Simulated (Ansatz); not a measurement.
## Ga2O3, pressure series

Consider Ga2O3 in the corundum structure (space group R-3c, No. 167; a = 4.985 Å, c = 13.442 Å (hexagonal axes)).

Cell and atoms are relaxed at each pressure.

Calculations: Ansatz (a quantum-chemistry and plane-wave program), r2SCAN, PAW, cutoff 500 eV, spin-orbit coupling left out.

```json
[
 {"P (GPa)": "-2.00", "V (Å³/atom)": "9.725"},
 {"P (GPa)": "-1.01", "V (Å³/atom)": "9.683"},
 {"P (GPa)": "3.00", "V (Å³/atom)": "9.521"},
 {"P (GPa)": "7.00", "V (Å³/atom)": "9.373"},
 {"P (GPa)": "15.01", "V (Å³/atom)": "9.110"},
 {"P (GPa)": "30.01", "V (Å³/atom)": "8.700"},
 {"P (GPa)": "50.00", "V (Å³/atom)": "8.269"},
 {"P (GPa)": "75.00", "V (Å³/atom)": "7.844"},
 {"P (GPa)": "100.00", "V (Å³/atom)": "7.500"}
]
```

Task: Fit a third-order Birch–Murnaghan equation of state.

Result: Least squares on P(V) = (3B₀/2)[(V₀/V)^(7/3) − (V₀/V)^(5/3)]·[1 + (3/4)(B₀′ − 4)((V₀/V)^(2/3) − 1)] gives V₀ = 9.64 Å³/atom, B₀ = 238 GPa and B₀′ = 4.1.

Between the base and pressure 15 GPa the gap moves from 3.55 eV to 4.20 eV, a mean slope of 43 meV/GPa.

Load acts through the strain it causes; cell and atoms are relaxed under it. No phonon test of stability was made. No other phases were tried under pressure.
